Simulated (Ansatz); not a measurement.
Start from BN in the zinc blende structure (space group F-43m, No. 216; a = 3.6097 Å). Axes: x, y, z lie along the cube axes.

Method: r2SCAN (Ansatz, a program for electronic structure; PAW; 500 eV plane waves; no SOC).

Base values:

The smallest direct gap is 9.59 eV and the valence-band top at Γ comes out as 0.00, 0.00, 0.00 eV.

Perturbation: tensile biaxial strain of 2.50 % in the plane normal to [001], as in epitaxy on a mismatched substrate; the out-of-plane cell vector and the atoms relax.

### Question
Estimate the effect on the smallest direct gap, energy relative to the base and valence-band top at Γ.

### Answer
The smallest direct gap falls by 0.57 eV to 9.02 eV; the energy increases by 20 meV/atom; the valence-band top at Γ (three highest levels, from the VBM) becomes 0.00, -0.33, -0.33 eV (base: 0.00, 0.00, 0.00 eV).

No phonon test of stability was made.
